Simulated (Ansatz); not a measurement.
The reference is Ti in the hcp (Mg type) structure (space group P6_3/mmc, No. 194; a = 2.8644 Å, c = 4.5373 Å; relaxed with 0.1 eV smearing). Axes: x lies along a and z along c of the hexagonal cell.

The values are results of Ansatz (a program for electronic structure) LDA, no SOC, not measurements.

Base values:

* **Pressure**: 0.0 GPa

It is then changed as follows: the cell is compressed by 3.00 % along x with no lateral relaxation; the atoms relax in the strained cell.

**Question.** Predict the new largest internal atomic displacement, pressure and energy relative to the base.

**Answer.** The largest internal atomic displacement is 0.045 Å; the pressure (mean of the normal stresses, compression positive) goes from zero to 3.9 GPa; the energy increases by 8.1 meV/atom.

No phonon test of stability was made. All final runs are without spin polarisation.
